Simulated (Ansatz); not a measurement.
Reference: AgZnF3 (Pm-3m), PBEsol, rigid bands (plane waves, PAW, scalar-relativistic; Ansatz, a program for electronic structure); geometry: cell and atoms relaxed with PBEsol.

```xyz
5
Lattice="3.9870 0.0000 0.0000 0.0000 3.9870 0.0000 0.0000 0.0000 3.9870" Properties=species:S:1:pos:R:3 pbc="T T T"
Zn     1.9935     1.9935     1.9935
Ag     0.0000     0.0000     0.0000
F      0.0000     1.9935     1.9935
F      1.9935     0.0000     1.9935
F      1.9935     1.9935     0.0000
```

| Quantity | Value |
|---|---|
| band gap | 1.30 eV |
| electron conductivity mass | 0.41 mₑ |
| Seebeck coefficient, n-type 1e19 cm⁻³ | -188 μV/K |

Q: Replace Ag by K on the same sites and relax. What happens?

A: KZnF$_{3}$ (Pm-3m): volume per atom 12.7 to 13.3 Å³; band gap rises (1.30 eV to 3.71 eV); electron conductivity mass rises (0.41 mₑ to 0.45 mₑ); Seebeck coefficient, n-type 1e19 cm⁻³ rises in size (-188 μV/K to -199 μV/K).

Moves up to 5 % count as about the same. Masses are for dilute carriers at 300 K, harmonic means over directions unless an axis is named. Seebeck coefficients are for the stated density at 300 K, with one relaxation time for all states and whether or not that doping can be reached. Spin-orbit coupling is left out.

Formula and space group known from diffraction (Crystallography Open Database), not checked to be the room-temperature form: KZnF3 (Pm-3m). Computed structure with no diffraction record at hand here (it may be known, metastable or hypothetical): AgZnF3 (Pm-3m).
